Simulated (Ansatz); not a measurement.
Start from MoS$_{2}$ in the 2H-MoS2 type structure (space group P6_3/mmc, No. 194; a = 3.149 Å, c = 12.091 Å; layered, stacked along the Cartesian z axis). Axes: x lies along a and z along c of the hexagonal cell.

Method: PBE-D3(BJ) in Ansatz (plane waves to 420 eV, PAW, no SOC), earlier PAW set.

Before the change:

| Quantity | Result |
|---|---|
| Valence-band top at Γ | 0.00, -1.11, -1.28 eV |
| Gap character | indirect, Γ → K–Γ (44 % along) |
| Shortest interatomic distance | 2.400 Å |
| Hole mass | 1.0 mₑ along c, 0.61 mₑ across (at Γ) |

Now apply this change: compressive biaxial strain of 3.04 % in the plane normal to [001], as in epitaxy on a mismatched substrate; the out-of-plane cell vector and the atoms relax.

Q: Estimate the effect on the valence-band top at Γ.

A: The valence-band top at Γ (three highest levels, from the VBM) changes from 0.00, -1.11, -1.28 eV to 0.00, -1.16, -1.47 eV.

Q: Predict the new gap character.

A: The gap character remains indirect, Γ → K–Γ (44 % along).

Q: What happens to the shortest interatomic distance?

A: The shortest interatomic distance shrinks by 0.019 Å, from 2.400 Å to 2.381 Å.

Q: Estimate the effect on the out-of-plane strain.

A: The out-of-plane strain amounts to +1.06 %.

Q: Estimate the effect on the hole mass.

A: The hole mass goes from 1.0 mₑ along c, 0.61 mₑ across (at Γ) to 0.81 mₑ out of plane, 0.90 mₑ in plane (at Γ).

Effective masses come from finite differences of ±0.01 Å⁻¹. Whether these cells are dynamically stable was not tested.

Ansatz is a first-principles code.
